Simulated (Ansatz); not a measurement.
The starting structures come from a database of crystals and need not be the phases stable at ambient conditions.

The decay constant κ of evanescent states in the gap governs leakage through a thin film.

Data:

```xyz
20
Lattice="6.6262 0.0000 0.0000 -2.4978 8.0637 0.0000 -1.2489 4.0319 5.1079" Properties=species:S:1:pos:R:3 pbc="T T T"
K      3.3248     0.5648     0.0000
K     -0.2830     2.4119     2.3401
K     -1.5319     6.4437     2.7678
B      0.9087     5.1703     0.0000
B      1.7258     8.1444     3.7679
B      2.9747     4.1125     1.3401
B      0.3464    10.0412     2.8242
B      5.1163     4.2067     0.0000
B      1.5953     6.0094     2.2838
Br     0.0221     0.0431     0.0000
O      1.2934     6.8034     3.3760
O      2.5423     2.7716     1.7319
O     -0.1278     4.1386     0.0000
O      2.2986     4.4897     0.0000
O      0.7787     6.0423     1.1807
O      1.3707     9.1316     2.7332
O      4.4399     4.1678     1.1940
O     -0.4702    10.0741     3.9272
O      2.6196     5.0998     2.3747
O      3.1910     8.1997     3.9139
```

Space group of this cell: R3m. The cell is taken as given; by r2SCAN its mean pressure is -3.3 GPa.

Transport runs along the normal of the first two printed cell vectors, the (110) plane of the conventional cell.

No gap correction and no spin-orbit coupling; mid-gap values are interpolated between computed energies.

Problem. State the band gap and the smallest decay constant κ at mid-gap according to r2SCAN in Ansatz (a program for electronic structure).

Solution. Gap 5.77 eV on a 6×6×6 mesh; κ = 0.457 1/Å, at the zone centre.
